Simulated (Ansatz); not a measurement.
Start from Lu in the hcp (Mg type) structure (space group P6_3/mmc, No. 194; a = 3.506 Å, c = 5.482 Å; relaxed with 0.1 eV smearing). Axes: x lies along a and z along c of the hexagonal cell.

Structures relaxed with PBE in Ansatz (plane waves to 420 eV, PAW, no SOC).

Base:

Simulated powder pattern, Mo Kα, λ = 0.71073 Å (kinematic, ideal powder, no thermal factors, no anomalous dispersion; the 14 strongest lines at most, above 2 %, up to 2θ = 40°):

```json
[
 {"2θ (°)": "13.44", "I/Imax (%)": "23", "hkl": "(100)"},
 {"2θ (°)": "14.90", "I/Imax (%)": "24", "hkl": "(002)"},
 {"2θ (°)": "15.38", "I/Imax (%)": "100", "hkl": "(101)"},
 {"2θ (°)": "20.12", "I/Imax (%)": "17", "hkl": "(102)"},
 {"2θ (°)": "23.39", "I/Imax (%)": "22", "hkl": "(110)"},
 {"2θ (°)": "26.24", "I/Imax (%)": "24", "hkl": "(103)"},
 {"2θ (°)": "27.85", "I/Imax (%)": "27", "hkl": "(112)"},
 {"2θ (°)": "28.11", "I/Imax (%)": "20", "hkl": "(201)"},
 {"2θ (°)": "31.04", "I/Imax (%)": "4.9", "hkl": "(202)"},
 {"2θ (°)": "33.06", "I/Imax (%)": "4.0", "hkl": "(104)"},
 {"2θ (°)": "35.43", "I/Imax (%)": "9.6", "hkl": "(203)"},
 {"2θ (°)": "36.89", "I/Imax (%)": "17", "hkl": "(211)"},
 {"2θ (°)": "38.43", "I/Imax (%)": "9.8", "hkl": "(114)"},
 {"2θ (°)": "39.23", "I/Imax (%)": "4.6", "hkl": "(212)"}
]
```

Perturbation: tensile biaxial strain of 3.83 % in the plane normal to [001], as in epitaxy on a mismatched substrate; the out-of-plane cell vector and the atoms relax.

Q: How do the reflections move or split?

A: 
Simulated powder pattern, Mo Kα, λ = 0.71073 Å (kinematic, ideal powder, no thermal factors, no anomalous dispersion; the 14 strongest lines at most, above 2 %, up to 2θ = 40°):

```json
[
 {"2θ (°)": "12.94", "I/Imax (%)": "24", "hkl": "(100)"},
 {"2θ (°)": "15.01", "I/Imax (%)": "100", "hkl": "(101)"},
 {"2θ (°)": "15.15", "I/Imax (%)": "22", "hkl": "(002)"},
 {"2θ (°)": "19.98", "I/Imax (%)": "16", "hkl": "(102)"},
 {"2θ (°)": "22.52", "I/Imax (%)": "23", "hkl": "(110)"},
 {"2θ (°)": "26.31", "I/Imax (%)": "23", "hkl": "(103)"},
 {"2θ (°)": "27.17", "I/Imax (%)": "21", "hkl": "(201)"},
 {"2θ (°)": "27.25", "I/Imax (%)": "27", "hkl": "(112)"},
 {"2θ (°)": "30.28", "I/Imax (%)": "4.9", "hkl": "(202)"},
 {"2θ (°)": "34.90", "I/Imax (%)": "9.5", "hkl": "(203)"},
 {"2θ (°)": "35.57", "I/Imax (%)": "18", "hkl": "(211)"},
 {"2θ (°)": "38.06", "I/Imax (%)": "4.8", "hkl": "(212)"},
 {"2θ (°)": "38.30", "I/Imax (%)": "9.3", "hkl": "(114)"},
 {"2θ (°)": "39.53", "I/Imax (%)": "4.2", "hkl": "(300)"}
]
```

The indices refer to the base's conventional cell; one index is shown for lines that coincide.

No phonon test of stability was made.

Ansatz is an electronic-structure program.
